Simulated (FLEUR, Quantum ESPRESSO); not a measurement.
A FLEUR input for a self-consistent single point of Cu₃Au (Pm-3m, 4 atoms in the cell) (DFT, PBE, all-electron FLAPW (FLEUR), scalar-relativistic valence):

Input of the input generator:

```
Cu3Au
&input film=f /
1.0000000000 0.0000000000 0.0000000000
0.0000000000 1.0000000000 0.0000000000
0.0000000000 0.0000000000 1.0000000000
7.1943933366
1.0 1.0 1.0

4
29 0.0000000000 0.5000000000 0.5000000000
29 0.5000000000 0.0000000000 0.5000000000
29 0.5000000000 0.5000000000 0.0000000000
79 0.0000000000 0.0000000000 0.0000000000

&comp jspins=1 /
&kpt div1=9 div2=9 div3=9 /
&end /
```

```xml
<?xml version="1.0" encoding="UTF-8" standalone="no"?>
<fleurInput fleurInputVersion="0.39">
   <comment>
      Cu3Au                                                                                               
   </comment>
   <calculationSetup>
      <cutoffs Kmax="4.2" Gmax="16.8" GmaxXC="16.8" numbands="0"/>
      <scfLoop itmax="80" minDistance="0.00001" maxIterBroyd="15" imix="Anderson" alpha="0.05" precondParam="0.0" spinf="2.0"/>
      <coreElectrons ctail="T" frcor="F" kcrel="0" coretail_lmax="0"/>
      <xcFunctional name="pbe" relativisticCorrections="F"/>
      <magnetism jspins="1"/>
      <soc l_soc="F" theta="0.0" phi="0.0" spav="F"/>
      <expertModes spex="0" secvar="F"/>
      <geometryOptimization l_f="T" forcealpha="1.0" forcemix="BFGS" epsdisp="0.00001" epsforce="0.00001"/>
      <ldaU l_linMix="F" mixParam="0.05" spinf="1.0"/>
   </calculationSetup>
   <cell>
      <bzIntegration valenceElectrons="50.0" mode="gauss" fermiSmearingEnergy="0.00999582">
         <kPointListSelection listName="default-1"/>
         <!-- k-points included here -->
         <xi:include xmlns:xi="http://www.w3.org/2001/XInclude" href="kpts.xml"> </xi:include>
      </bzIntegration>
      <!-- symmetry operations included here -->
      <xi:include xmlns:xi="http://www.w3.org/2001/XInclude" href="sym.xml"> </xi:include>
      <bulkLattice scale="1.0">
         <bravaisMatrix>
            <row-1>    7.1943933366000001     0.0000000000000000     0.0000000000000000</row-1>
            <row-2>    0.0000000000000000     7.1943933366000001     0.0000000000000000</row-2>
            <row-3>    0.0000000000000000     0.0000000000000000     7.1943933366000001</row-3>
         </bravaisMatrix>
      </bulkLattice>
   </cell>
   <atomSpecies>
      <species name="Copper (Cu)" element="Cu" atomicNumber="29">
         <mtSphere radius="2.38" gridPoints="819" logIncrement="0.015"/>
         <atomicCutoffs lmax="10" lnonsphr="8"/>
         <electronConfig flipSpins="F">
            <coreConfig>(1s1/2) (2s1/2) (2p1/2) (2p3/2) (3s1/2) (3p1/2) (3p3/2)</coreConfig>
            <valenceConfig>(4s1/2) (3d3/2) (3d5/2)</valenceConfig>
            <stateOccupation state="(4s1/2)" spinUp="0.5" spinDown="0.5"/>
         </electronConfig>
         <energyParameters s="4" p="4" d="3" f="4"/>
         <lo type="HELO" l="2" n="4" eDeriv="0"/>
      </species>
      <species name="Gold (Au)" element="Au" atomicNumber="79">
         <mtSphere radius="2.38" gridPoints="819" logIncrement="0.016"/>
         <atomicCutoffs lmax="10" lnonsphr="8"/>
         <electronConfig flipSpins="F">
            <coreConfig>(1s1/2) (2s1/2) (2p1/2) (2p3/2) (3s1/2) (3p1/2) (3p3/2) (4s1/2) (3d3/2) (3d5/2) (4p1/2) (4p3/2) (5s1/2) (4d3/2) (4d5/2) (4f5/2) (4f7/2)</coreConfig>
            <valenceConfig>(5p1/2) (5p3/2) (6s1/2) (5d3/2) (5d5/2)</valenceConfig>
            <stateOccupation state="(6s1/2)" spinUp="0.5" spinDown="0.5"/>
         </electronConfig>
         <energyParameters s="6" p="6" d="5" f="5"/>
         <lo type="SCLO" l="1" n="5" eDeriv="0"/>
         <lo type="HELO" l="2" n="6" eDeriv="0"/>
      </species>
   </atomSpecies>
   <atomGroups>
      <atomGroup species="Copper (Cu)">
         <relPos label="                   1">.0000000000 1.000/2.000 1.000/2.000</relPos>
         <relPos label="                   2">1.000/2.000 .0000000000 1.000/2.000</relPos>
         <relPos label="                   3">1.000/2.000 1.000/2.000 .0000000000</relPos>
         <force calculate="T" relaxXYZ="TTT"/>
      </atomGroup>
      <atomGroup species="Gold (Au)">
         <relPos label="                   4">.0000000000 .0000000000 .0000000000</relPos>
         <force calculate="T" relaxXYZ="TTT"/>
      </atomGroup>
   </atomGroups>
   <output dos="F" band="F" slice="F">
      <checks vchk="F" cdinf="F"/>
      <bandDOS minEnergy="-.5*Htr" maxEnergy="0.5*Htr" sigma="0.015" storeEVData="T"/>
      <vacuumDOS vacdos="F" integ="F" star="F" nstars="0" locx1="0.0" locy1="0.0" locx2="0.0" locy2="0.0" nstm="0" tworkf="0.0"/>
      <unfoldingBand unfoldBand="F" supercellX="1" supercellY="1" supercellZ="1"/>
      <plotting iplot="0" polar="F">
         <plot TwoD="T" vec1="  1.0  0.0  0.0" vec2="  0.0  1.0  0.0" vec3="  0.0  0.0  1.0" zero="  0.0  0.0  0.0" file="plot"/>
      </plotting>
      <chargeDensitySlicing numkpt="0" minEigenval="0.0" maxEigenval="0.0" nnne="0" pallst="F"/>
      <specialOutput eonly="F"/>
      <magneticCircularDichroism mcd="F" energyLo="-10.0" energyUp="0.0"/>
   </output>
  <!-- We include the file relax.xml here to enable relaxations (see documentation) -->
  <xi:include xmlns:xi="http://www.w3.org/2001/XInclude" href="relax.xml"> <xi:fallback/> </xi:include>
</fleurInput>
```

Task: Write the same calculation as an input for Quantum ESPRESSO.

Result: One input that does it (others would too):

```fortran
&CONTROL
  calculation = 'scf',
  prefix = 'run',
  outdir = './tmp',
  pseudo_dir = './',
  tprnfor = .true.,
  tstress = .true.,
/
&SYSTEM
  ibrav = 0,
  nat = 4,
  ntyp = 2,
  ecutwfc = 50,
  ecutrho = 450,
  occupations = 'smearing',
  smearing = 'gaussian',
  degauss = 0.019992,
/
&ELECTRONS
  conv_thr = 1.0d-10,
  mixing_beta = 0.3,
/
ATOMIC_SPECIES
Cu    63.5460  Cu.pbe-dn-kjpaw_psl.1.0.0.UPF
Au   196.9666  Au.pbe-n-kjpaw_psl.1.0.0.UPF
CELL_PARAMETERS {angstrom}
   3.8071090000     0.0000000000     0.0000000000
   0.0000000000     3.8071090000     0.0000000000
   0.0000000000     0.0000000000     3.8071090000
ATOMIC_POSITIONS {bohr}
Cu    0.0000000000    3.5971966683    3.5971966683
Cu    3.5971966683    0.0000000000    3.5971966683
Cu    3.5971966683    3.5971966683    0.0000000000
Au    0.0000000000    0.0000000000    0.0000000000
K_POINTS {automatic}
9 9 9  0 0 0
```

Basis settings and potentials, where a program has them, do not carry over. This input uses DFT, PBE, plane waves, PSlibrary PAW (PBE) pseudopotentials.

The starting cell comes from a database of computed structures (which also holds hypothetical and non-ambient phases and stackings), without a prior relaxation at this level. Its lattice was rescaled by a random factor within 2.5 % of one.
